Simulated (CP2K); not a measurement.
## Convergence test for YAl3Ni (Pnma, 20 atoms in the cell)

```
YAl3Ni
1.0
    8.10956     0.00000     0.00000
    0.00000     4.02711     0.00000
    0.00000     0.00000    10.60833
Y Al Ni
4 12 4
Cartesian
  5.56778   1.00678   5.20498
  2.54178   3.02033   5.40335
  6.59656   3.02033  10.50914
  1.51300   1.00678   0.09919
  7.67051   3.02033   4.42155
  0.43905   1.00678   6.18678
  4.49383   1.00678   9.72572
  3.61573   3.02033   0.88261
  0.93195   3.02033   8.31438
  7.17761   1.00678   2.29395
  3.12283   1.00678   3.01022
  4.98673   3.02033   7.59811
  6.94600   1.00678   8.23917
  1.16356   3.02033   2.36916
  5.21834   3.02033   2.93501
  2.89122   1.00678   7.67332
  3.18787   3.02033   9.09643
  4.92169   1.00678   1.51190
  0.86691   1.00678   3.79227
  7.24265   3.02033   6.81606
```

Computed with LDA (Pade form), GPW, DZVP-MOLOPT-SR-GTH basis, GTH-PADE potentials (GTH_POTENTIALS) run with CP2K 2026.2.

The starting cell comes from a database of computed structures (which also holds hypothetical and non-ambient phases and stackings), without a prior relaxation at this level. Spin polarisation is off. Values carry the incompleteness of an atom-centred basis. In the base run, with a pressure of about -5 GPa the cell is away from its equilibrium volume at this level.

Held fixed: CUTOFF = 600 Ry; SMEAR/METHOD = FERMI_DIRAC; ELECTRONIC_TEMPERATURE = 1160.45 K; KPOINTS/SCHEME = MONKHORST-PACK 3 6 2; GAMMA_CENTERED = T; XC_FUNCTIONAL = PADE; Y/BASIS_SET = DZVP-MOLOPT-SR-GTH; Y/POTENTIAL = GTH-PADE-q11; Al/BASIS_SET = DZVP-MOLOPT-SR-GTH; Al/POTENTIAL = GTH-PADE-q3; Ni/BASIS_SET = DZVP-MOLOPT-SR-GTH; Ni/POTENTIAL = GTH-PADE-q18; METHOD = GPW; EPS_DEFAULT = 1e-10; NGRIDS = 5; SCF_GUESS = ATOMIC; EPS_SCF = 1e-06; MAX_SCF = 100; ADDED_MOS = 24.

ΔF is the free energy per atom less that of the last row (60 Ry).

| REL_CUTOFF | ΔF (meV/atom) | pressure (GPa) | largest force (eV/Å) |
|---|---|---|---|
| 20 Ry | -2.9 | -4.97 | 0.235 |
| 30 Ry | 0.87 | -5.14 | 0.147 |
| 40 Ry | 0.01 | -5.09 | 0.147 |
| 50 Ry | 0.01 | -5.09 | 0.147 |
| 60 Ry | 0.00 | -5.09 | 0.147 |

Pressure within 0.1 GPa of the last row: from REL_CUTOFF = 30 Ry on; the one before it is off by 0.12 GPa. The value it settles on is -5.09 GPa at this level of theory and with the other settings as held.

Largest force within 0.005 eV/Å of the last row: from REL_CUTOFF = 30 Ry on; the one before it is off by 0.088 eV/Å. The value it settles on is 0.147 eV/Å at this level of theory and with the other settings as held.

Left out of this page: 1 run of the series unsound by tests on forces, stress, charge or solver warnings.
